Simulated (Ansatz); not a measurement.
Amorphous Ti$_{10}$Al$_{12}$O$_{38}$, 60 atoms at 3.14 g/cm³, one PBE-relaxed geometry, zone centre. Methods: PBE, scalar-relativistic without spin-orbit coupling (Ansatz, a first-principles code); r2SCAN, scalar-relativistic without spin-orbit coupling (Ansatz). Plane waves to 420 eV (r2SCAN 500 eV). At PBE the levels at both edges of the gap are localised (band-tail or defect states), and the nearest spread-out levels lie 3.4 eV apart at the zone centre. All rungs ran without spin polarisation.

A CHGNet melt-quench gave the starting glass, which DFT then relaxed. O atoms were pushed apart under 1.9 Å during the dynamics, to hinder bonds among them. The hot cell started wider than the set density and was brought back towards it in steps. It is the lowest in DFT energy of 2 quenches. It is a model cell: composition and starting density were chosen by hand, and all elements were melted together. No dispersion term was used. Its density started from a set value of 3.14 and ended at 3.14 g/cm³. The quench (nominally 140 K/ps over its main leg) was far faster than any real one, so the model tends to hold more defects than a real film. A cell of this size samples the disorder only roughly. The volume was held where the preparation left it and the shape relaxed, at a PBE pressure of -1.0 GPa (tension). Stress components on the final sampling reach 1.1 GPa.

The relaxation ran on the zone centre alone. At PBE the gap between localised states is 2.59 eV on a 2×2×2 Γ-centred mesh, and the spacing at the zone centre alone 2.62 eV.

Problem. What zone-centre spacing does r2SCAN give, roughly?

Solution. 2.96 eV (+0.33 eV against PBE).

The highest filled and the lowest empty state spread over these numbers of atoms (participation numbers): PBE: 10.0 and 2.3; r2SCAN: 8.8 and 2.1.
